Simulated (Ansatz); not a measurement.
The starting structures come from a database of crystals and need not be the phases stable at ambient conditions.

Tunnelling through a barrier is set by its complex band structure: the current falls as exp(−2κd) with the smallest κ.

Consider the following.

```
CELL_PARAMETERS angstrom
      4.91616     0.00000     0.00000
      0.00000     8.36782     0.00000
      0.00000     0.00000     5.31330
ATOMIC_POSITIONS crystal
  Sn 0.73099 0.62302 0.00512
  Sn 0.76901 0.12302 0.99488
  Sn 0.23099 0.37698 0.49488
  Sn 0.26901 0.87698 0.50512
  F  0.90983 0.80144 0.76930
  F  0.59017 0.30144 0.23070
  F  0.40983 0.19856 0.73070
  F  0.09017 0.69856 0.26930
  F  0.47142 0.95623 0.12002
  F  0.02858 0.45623 0.87998
  F  0.97142 0.04377 0.37998
  F  0.52858 0.54377 0.62002
```

Space group of this cell: P2_12_12_1. The cell was relaxed by PBE-D3(BJ); by r2SCAN its mean pressure is -2.4 GPa.

Transport runs along the normal of the first two printed cell vectors.

The gap is the functional's own, uncorrected, and κ follows it; spin-orbit coupling is left out. Mid-gap values are interpolated between the computed energies.

Q: State the band gap and the smallest decay constant κ at mid-gap according to Ansatz (an electronic-structure program) with r2SCAN.

A: Gap 3.69 eV on a 6×4×6 mesh; κ = 0.405 1/Å, at (0.333, 0.000) of the in-plane reciprocal vectors. At the zone centre, at the nearest computed energy, the slowest state has κ = 0.42 1/Å.
